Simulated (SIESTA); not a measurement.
**SIESTA run on Bi2Te3 (R-3m, 5 atoms in the cell): self-consistent single point**

Method of the run: GGA PBE, numerical atomic orbitals DZP, PseudoDojo PBE standard norm-conserving potentials (rewritten from UPF to PSML) in SIESTA.

This input was run:

```
# files in the folder: Bi.psml Te.psml (PseudoDojo PBE standard)
SystemName  Bi2Te3
SystemLabel siesta

NumberOfAtoms                5
NumberOfSpecies              2
%block ChemicalSpeciesLabel
  1 83 Bi
  2 52 Te
%endblock ChemicalSpeciesLabel
LatticeConstant              10.525577 Ang
%block LatticeVectors
     0.977893183   -0.209104926    0.000000000
     0.977893183    0.209104926    0.000000000
     0.933179815    0.000000000    0.359409655
%endblock LatticeVectors
AtomicCoordinatesFormat      Bohr
%block AtomicCoordinatesAndAtomicSpecies
    22.985144011   -0.000000000    2.859529036  1
    34.477716017    0.000000000    4.289293555  1
     0.000000000    0.000000000    0.000000000  2
    12.067200606   -0.000000000    1.501252744  2
    45.395659422   -0.000000000    5.647569847  2
%endblock AtomicCoordinatesAndAtomicSpecies

XC.functional                GGA
XC.authors                   PBE
PAO.BasisSize                DZP
PAO.EnergyShift              0.005 Ry
MeshCutoff                   300 Ry
%block kgrid.MonkhorstPack
    3   0   0  0.0
    0   3   0  0.0
    0   0   3  0.0
%endblock kgrid.MonkhorstPack
OccupationFunction           FD
ElectronicTemperature        10.0 meV

MaxSCFIterations             150
SCF.Mixer.Method             Broyden
SCF.Mixer.Weight             0.1
SCF.Mixer.History            8
SCF.DM.Tolerance             1.0E-04
Diag.ParallelOverK           true
WriteForces                  true
Charge.Mulliken              end
```

Log, with long lists cut:

```
reinit: Reading from file input.fdf

reinit: System Name: Bi2Te3
reinit: System Label: siesta

coor:   Atomic-coordinates input format  =     Cartesian coordinates
coor:                                            (in Bohr units)

siesta: Atomic coordinates (Bohr) and species
siesta:     22.98514  -0.00000   2.85953  1        1
siesta:     34.47772   0.00000   4.28929  1        2
siesta:      0.00000   0.00000   0.00000  2        3
siesta:     12.06720  -0.00000   1.50125  2        4
siesta:     45.39566  -0.00000   5.64757  2        5

siesta: System type = bulk

initatomlists: Number of atoms, orbitals, and projectors:      5    90   151

siesta: ******************** Simulation parameters ****************************
redata: Spin configuration                          = none
redata: Time-Reversal Symmetry                      = T
redata: Number of Atomic Species                    =        2
redata: Mesh Cutoff                                 =   300.0000 Ry
redata: Net charge of the system                    =     0.0000 |e|
redata: Min. number of SCF Iter                     =        0
redata: Max. number of SCF Iter                     =      150
redata: SCF convergence failure will abort job
redata: SCF mix quantity                            = Hamiltonian
redata: Mix DM or H after convergence               =   F
redata: Recompute H after scf cycle                 =   F
redata: Mix DM in first SCF step                    =   T
redata: No kicks to SCF
redata: DM Mixing Weight for Kicks                  =     0.5000
redata: Require Harris convergence for SCF          =   F
redata: Harris energy tolerance for SCF             =     0.000100 eV
redata: Require DM convergence for SCF              =   T
redata: DM tolerance for SCF                        =     0.000100
redata: Require EDM convergence for SCF             =   F
redata: EDM tolerance for SCF                       =     0.001000 eV
   [... lines left out ...]
diag: Parallel distribution                         =     1 x     1
diag: Used triangular part                          = Lower
diag: Absolute tolerance                            =  0.100E-15
diag: Orthogonalization factor                      =  0.100E-05
diag: Memory factor                                 =  1.0000

superc: Internal auxiliary supercell:     5 x     5 x     5  =     125
superc: Number of atoms, orbitals, and projectors:    625  11250  18875

                        Single-point calculation

superc: Internal auxiliary supercell:     5 x     5 x     5  =     125
superc: Number of atoms, orbitals, and projectors:    625  11250  18875

outcell: Unit cell vectors (Ang):
       10.292890   -2.200950    0.000000
       10.292890    2.200950    0.000000
        9.822256    0.000000    3.782994

outcell: Cell vector modules (Ang)   :   10.525577   10.525577   10.525576
outcell: Cell angles (23,13,12) (deg):     24.1398     24.1398     24.1398
outcell: Cell volume (Ang**3)        :    171.4009
new_DM -- step:     1
Initializing Density Matrix...

Attempting to read DM from file... Failed...
DM filled with atomic data:

InitMesh: MESH = 108 x 108 x 108 = 1259712
InitMesh: Mesh cutoff (required, used) =   300.000   308.990 Ry

stepf: Fermi-Dirac step function
        iscf     Eharris(eV)        E_KS(eV)     FreeEng(eV)     dDmax    Ef(eV) dHmax(eV)
   scf:    1   -13001.969682   -13002.611795   -13002.611795  0.666827 -3.532870  4.292116
   scf:    2   -13003.805182   -13003.361367   -13003.361367  0.053724 -3.493675  2.828970
   scf:    3   -13003.753979   -13003.576851   -13003.576851  0.020536 -3.528271  1.978947
   scf:    4   -13003.823281   -13003.757619   -13003.757619  0.077517 -3.626413  0.970706
   scf:    5   -13003.713833   -13003.753783   -13003.753783  0.034392 -3.686135  0.635098
   scf:    6   -13003.780948   -13003.778555   -13003.778555  0.020467 -3.700693  0.016430
   scf:    7   -13003.775844   -13003.777741   -13003.777741  0.002895 -3.699903  0.109038
   scf:    8   -13003.778542   -13003.778656   -13003.778656  0.003205 -3.699042  0.017821
   scf:    9   -13003.778652   -13003.778654   -13003.778654  0.000091 -3.698792  0.020086
   scf:   10   -13003.778676   -13003.778673   -13003.778673  0.000360 -3.698542  0.002676
   scf:   11   -13003.778674   -13003.778674   -13003.778674  0.000064 -3.698270  0.001384
   scf:   12   -13003.778674   -13003.778674   -13003.778674  0.000040 -3.698067  0.000505
SCF Convergence by DM+H criterion
max |DM_out - DM_in|         :     0.0000404953
max |H_out - H_in|      (eV) :     0.0005045419
SCF cycle converged after 12 iterations

Using DM_out to compute the final energy and forces

siesta: E_KS(eV) =           -13003.7787

siesta: E_KS - E_eggbox =    -13003.7787

siesta: Atomic forces (eV/Ang):
     1   -0.198857   -0.000000   -0.024739
     2    0.198857   -0.000000    0.024739
     3    0.000000    0.000000    0.000000
     4   -0.148293   -0.000000   -0.018449
     5    0.148293   -0.000000    0.018449
   Tot    0.000000   -0.000000    0.000000
   Max    0.198857
   Res    0.091278    sqrt( Sum f_i^2 / 3N )
   Max    0.198857    constrained

Stress tensor Voigt[x,y,z,yz,xz,xy] (kbar):      -20.40      -28.08      -27.96        0.00        0.96       -0.00
(Free)E + p*V (eV/cell)   -13001.0527
Target enthalpy (eV/cell)   -13003.7787

siesta: Program's energy decomposition (eV):
siesta: Ebs     =     -2029.397235
siesta: Eions   =     14205.372436
siesta: Ena     =       806.406150
siesta: Ekin    =      6755.050382
siesta: Enl     =     -3227.256032
siesta: Eso     =         0.000000
siesta: Edftu   =         0.000000
siesta: DEna    =        34.037810
siesta: DUscf   =         0.652259
siesta: DUext   =         0.000000
siesta: Ex      =     -2980.780808
siesta: Ec      =      -186.515999
siesta: Exc     =     -3167.296807
siesta: Eharris =    -13003.778674
siesta: Etot    =    -13003.778674
siesta: FreeEng =    -13003.778674

siesta: Atomic forces (eV/Ang):
siesta:      1   -0.198857   -0.000000   -0.024739
siesta:      2    0.198857   -0.000000    0.024739
siesta:      3    0.000000    0.000000    0.000000
siesta:      4   -0.148293   -0.000000   -0.018449
siesta:      5    0.148293   -0.000000    0.018449
siesta: ----------------------------------------
siesta:    Tot    0.000000   -0.000000    0.000000

siesta: Stress tensor (static) (eV/Ang**3):
siesta:    -0.012731   -0.000000    0.000597
siesta:    -0.000000   -0.017528   -0.000000
siesta:     0.000597    0.000000   -0.017453

siesta: Cell volume =        171.400923 Ang**3

siesta: Pressure (static):
   [... lines left out ...]
siesta:          25.48115706         13.37931335  kBar
   [... lines left out ...]
   1 14.767   1.841   0.057   0.541   0.541   0.534   0.220   0.221   0.229
              1.993   1.995   2.001   1.989   2.000   0.155   0.122   0.065

              0.187   0.075
   2 14.767   1.841   0.057   0.541   0.541   0.534   0.220   0.221   0.229
              1.993   1.995   2.001   1.989   2.000   0.155   0.122   0.065

              0.187   0.075

Species: Te
Atom  Qatom  Qorb
               5s      5s      5py     5pz     5px     5py     5pz     5px
               4dxy    4dyz    4dz2    4dxz    4dx2-y2 5dxy    5dyz    5dz2
               5dxz    5dx2-y2
   3 16.192   1.691   0.103   1.374   1.371   1.184   0.031   0.031   0.082
              2.004   2.004   2.005   2.004   2.005   0.076   0.059   0.036

              0.090   0.044
   4 16.137   1.744   0.094   1.197   1.199   1.344   0.114   0.113   0.019
              2.004   2.003   2.002   2.004   2.003   0.076   0.055   0.032

              0.091   0.043
   5 16.137   1.744   0.094   1.197   1.199   1.344   0.114   0.113   0.019
              2.004   2.003   2.002   2.004   2.003   0.076   0.055   0.032

              0.091   0.043

mulliken: Qtot =       78.000

Mulliken Atomic Populations:
Atom #   charge [q] valence [e]  Species
     1     0.233346   14.766654  Bi
     2     0.233347   14.766653  Bi
     3    -0.192127   16.192127  Te
     4    -0.137283   16.137283  Te
     5    -0.137283   16.137283  Te
 Total     0.000000
```

The run converged in 12 iterations.

The starting cell has typed, rounded lattice constants, without a prior relaxation at this level. Its lattice was rescaled by up to half a per cent. Values carry the incompleteness of an atom-centred basis.

Cost on one core of a shared machine: roughly 3 min.
